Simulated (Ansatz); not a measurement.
System: LaN (P4/nmm, No. 129, 4 atoms in the cell; start mp-1018049; a measured phase of this formula has another space group). Method: LDA (PAW; Ansatz, a first-principles code).

Run with plane-wave cutoff 500 eV, 10×10×10 k mesh, gaussian smearing 0.02 eV, scalar-relativistic PAW data made under PBE.

Cell (relaxed at this level):

LaN has the tetragonal space group P4/nmm, origin choice 1 (No. 129), Pearson symbol tP4. Conventional cell: a = b = 4.3517 Å, c = 3.5465 Å, α = β = γ = 90.00°. La on 2c is coordinated by 4 N at 2.400 Å and 4 N at 3.341 Å. N on 2a is coordinated by 4 La at 2.400 Å and 4 La at 3.341 Å. (Neighbours: up to the widest gap in distance over summed covalent radii, below 1.35, at either atom; cation-cation and far metal-metal contacts left out.)

Problem. Estimate the band gap that the calculation returns.

Solution. 
- band gap = 1.19 eV (on the SCF k mesh)

Note: the relaxation could not lower the start's symmetry, so the cell can be a saddle point above a distorted one.

Spin–orbit coupling is not included.

Cost on a shared machine: around 3 core-minutes (rough).

A start named mp-… is a Materials Project structure, which need not be a measured phase.
